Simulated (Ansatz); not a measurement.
## NbCr2 (Fd-3m, No. 227)

All values below come from LDA (PAW; Ansatz, a first-principles code).

Settings: plane-wave cutoff 500 eV, 14×14×14 k mesh, Fermi–Dirac smearing 0.1 eV, no spin polarisation, scalar-relativistic PAW data made under PBE.

Cell: relaxed at this level.

| Item | Value |
|---|---|
| equilibrium volume per atom | 13.19 Å³/atom |
| equilibrium lattice constant a | 6.815 Å |
| band gap | none |

Note: the volume lies 7 % below that of the published cell.

Spin–orbit coupling is not included.

Computed values are for the static lattice.

The result took very roughly 2.3 core-minutes.
